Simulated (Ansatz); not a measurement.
**Response to strain in hypothetical Pm-3n C**

Take C (space group Pm-3n, No. 223; a = 3.8768 Å; a hypothetical phase, not in the database extracts checked) as the base. Axes: x, y, z lie along the cube axes.

Strains are applied to the cell and any free atomic positions relax.

Level of theory: PBE (Ansatz, an electronic-structure program), no spin-orbit coupling.

Notes on the quantities. energy relative to the base: free energy F.

```json
[
 {"change": "base", "energy relative to the base": "0 meV/atom", "volume per atom": "7.28 Å³"},
 {"change": "isotropic strain +3.77 %", "energy relative to the base": "+39 meV/atom", "volume per atom": "8.14 Å³"},
 {"change": "uniaxial strain ε_xx = −1.39 %", "energy relative to the base": "+0.3 meV/atom", "volume per atom": "7.18 Å³"},
 {"change": "uniaxial strain ε_xx = +5.18 %", "energy relative to the base": "-0.321 eV/atom", "volume per atom": "7.66 Å³"},
 {"change": "uniaxial strain ε_yy = −0.88 %", "energy relative to the base": "+0.2 meV/atom", "volume per atom": "7.22 Å³"}
]
```

Without a gap, meshes like the base's 12×12×12 leave anisotropic stresses uncertain by several tenths of a GPa, and small strain energies with them. Stability against distortions was not tested. Under uniaxial strain ε_xx = +5.18 % the cell ends below the base's energy or with stress of the wrong sign: the atoms slid into a distortion or the cell is elastically unstable, so the base is not a stable minimum at this level.
